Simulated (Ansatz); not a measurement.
The reference is InAgTe₂ in the chalcopyrite structure (space group I-42d, No. 122; a = 6.431 Å, c = 12.767 Å). Axes: x, y, z lie along a, b, c of the conventional cell.

The values are results of Ansatz (a first-principles code), PBEsol, PAW, cutoff 420 eV, without spin-orbit coupling, not measurements.

Strains are applied to the cell and any free atomic positions relax.

One change was made to it. Results:

```json
[
 {"quantity": "pressure (mean of the normal stresses, compression positive)", "base": "0.00 GPa", "after": "0.15 GPa"},
 {"quantity": "largest internal atomic displacement", "base": "–", "after": "0.015 Å"},
 {"quantity": "shortest interatomic distance", "base": "2.746 Å", "after": "2.741 Å"},
 {"quantity": "energy relative to the base (free energy F)", "base": "0 meV/atom", "after": "+0.4 meV/atom"}
]
```

Question: Which change produced these results?
A. tensor shear ε_xy = +2.18 %
B. uniaxial strain ε_xx = −5.02 %
C. strain tensor (xx, yy, zz, yz, xz, xy) = (−0.21, −0.37, +0.24, +0.36, +0.14, +0.44) %

Answer: C, strain tensor (xx, yy, zz, yz, xz, xy) = (−0.21, −0.37, +0.24, +0.36, +0.14, +0.44) %. For comparison, the energy relative to the base in the other runs: uniaxial strain ε_xx = −5.02 % gives +15 meV/atom; tensor shear ε_xy = +2.18 % gives +4.0 meV/atom.

No phonon test of stability was made.
